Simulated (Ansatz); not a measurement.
# TlBr: uniaxial strain ε_zz = +1.50 %

Start from TlBr in the CsCl type structure (space group Pm-3m, No. 221; a = 3.840 Å). Axes: x, y, z lie along the cube axes.

Now apply this change: uniaxial strain ε_zz = +1.50 %, all other strain components held at zero; the atoms relax in the strained cell.

Method: Kohn–Sham DFT with the LDA functional, run in Ansatz (a first-principles code) with PAW and 420 eV plane waves, no spin-orbit coupling. Γ-centred 9×9×9 mesh, Fermi–Dirac width 0.05 eV.

Volume per atom: 28.73 Å³ (base 28.30 Å³)
Space group: P4/mmm (No. 123) (base Pm-3m (No. 221))
Shortest interatomic distance: 3.342 Å (base 3.325 Å)
Energy relative to the base (free energy F): +1.0 meV/atom
Band gap: 1.35 eV (base 1.37 eV)
Gap character: indirect, Z → X
Smallest direct gap: 1.40 eV (base 1.37 eV)
Electron mass: 0.12 mₑ along k, 0.19 mₑ across (at X) (base 0.12 mₑ along k, 0.19 mₑ across (at X))
Hole mass: 0.17 mₑ along k, 0.40 mₑ across (at X) (base 0.16 mₑ along k, 0.39 mₑ across (at X))
Valley order (the lowest conduction-band minima on the path, energy above the VBM, named in the base's zone): X along [010] 1.35 eV; X along [001] 1.44 eV; R along [111] 1.50 eV (base X along ⟨100⟩ 1.37 eV; R along ⟨111⟩ 1.49 eV)
Stress (xx, yy, zz, yz, xz, xy; compression positive): (-0.37, -0.37, -0.73, 0.00, 0.00, 0.00) GPa

Final structure:

```yaml
crystal:
  lattice:
    - [3.83953, 0.00000, 0.00000]
    - [0.00000, 3.83953, 0.00000]
    - [0.00000, 0.00000, 3.89712]
  atoms:
    - { symbol: Tl, position: [0.00000, 0.00000, 0.00000] }
    - { symbol: Br, position: [0.50000, 0.50000, 0.50000] }
```

Spin-orbit coupling, missing from the scalar runs, can matter with Tl. Effective masses come from finite differences of ±0.01 Å⁻¹. Along k means along the line from Γ to the band edge. Whether these cells are dynamically stable was not tested. k-point labels follow each cell's own Brillouin zone.
